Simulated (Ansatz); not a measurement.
# A short convergence ladder for MnTlCl₃ (P4mm, 5 atoms in the cell)

```yaml
crystal:
  lattice:
    - [5.04392, 0.00000, 0.00000]
    - [0.00000, 5.04392, 0.00000]
    - [0.00000, 0.00000, 5.04392]
  atoms:
    - { symbol: Mn, position: [0.50000, 0.50000, 0.50991], spin: 4.0 }
    - { symbol: Tl, position: [0.00000, 0.00000, 0.00000] }
    - { symbol: Cl, position: [0.00000, 0.50000, 0.50000] }
    - { symbol: Cl, position: [0.50000, 0.00000, 0.50000] }
    - { symbol: Cl, position: [0.50000, 0.50000, 0.00000] }
```
(The spins are starting values, not results.)

Base method: PBEsol, default PAW files made with PBE (plane waves; Ansatz, a first-principles code).

Base settings: basis.ecutwfc = 420 eV; kpoints.mp_grid.grid = 5 5 5; hamiltonian.xc = pbesol; hamiltonian.pseudopotentials = {kind: paw} (the program's default PAW files); magnetization.spin_polarized = true; scf.occupations.method = fermi_dirac; scf.occupations.width = 0.01 eV.

**The width of Fermi-Dirac smearing**

The mesh stays at the base's, so the ladder's end is converged at best in this setting alone.

Only quantities that move along the ladder and can be compared are tabulated.

The magnetic state is not the same in all runs (site moments differ, or a search went on to a lower state), so steps between rows are not convergence errors alone.

```tsv
scf.occupations.width	free energy less the last step's (meV/atom)	pressure (GPa)	largest difference of a force vector from the last step's (eV/Å)	net moment (μB/atom)
1 eV	-670.91	-3.20	0.077	0.000
0.5 eV	-62.56	-2.97	0.017	0.878
0.2 eV	-1.54	-2.13	0.002	0.992
0.1 eV	-0.02	-2.04	0.000	1.000
0.02 eV	0.00	-2.03	0.000	1.000
```

Widest scf.occupations.width that holds the pressure within 0.2 GPa of the last step, with all finer ones: 0.2 eV; the step before is off by 0.93 GPa.

Widest scf.occupations.width that holds the forces within 0.02 eV/Å of the last step, with all finer ones: 0.5 eV; the step before is off by 0.077 eV/Å.

Widest scf.occupations.width that holds the free energy within 1 meV/atom of the last step, with all finer ones: 0.1 eV; the step before is off by 1.5 meV/atom.

On the base run: the starting cell comes from a database of computed structures (which also holds hypothetical and non-ambient phases and stackings), without a prior relaxation at this level. Its lattice was rescaled by up to half a per cent. One atom was moved a little off its site on purpose. With one magnetic atom in the cell only a parallel order is possible. Ansatz's pressure includes its estimate of the finite-basis (Pulay) stress.

Keys are those of Ansatz 0.2.
